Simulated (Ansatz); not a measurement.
```
GaN
1.0
    3.32559     0.00000     0.00000
   -1.66279     2.88004     0.00000
    0.00000     0.00000     5.07376
Ga N
2 2
Direct
  0.33333   0.66667   0.99413
  0.66667   0.33333   0.49413
  0.33333   0.66667   0.38087
  0.66667   0.33333   0.88087
```

Method: r2SCAN with spin-orbit coupling, rigid bands (plane waves, PAW; Ansatz, a program for electronic structure). Condition of this run: biaxial stress in the c plane of -16 GPa (compression positive) (the target of the relaxation). How the cell was made: cell and atoms relaxed with PBEsol, then loaded as said.

Q: What conductivity effective mass do dilute electrons have at 300 K?

A: 0.164 mₑ.

Q: Predict the hole conductivity mass (n e² τ/σ) at 300 K, by direction if it differs.

A: 1.72 (x), 1.72 (y), 0.28 (z) mₑ.

Q: And the band gap?

A: 1.75 eV at this level; semilocal functionals usually fall short of the measured gap.

Rigid bands, one relaxation time for all states, no polarons. Geometry: cell and atoms relaxed with PBEsol.
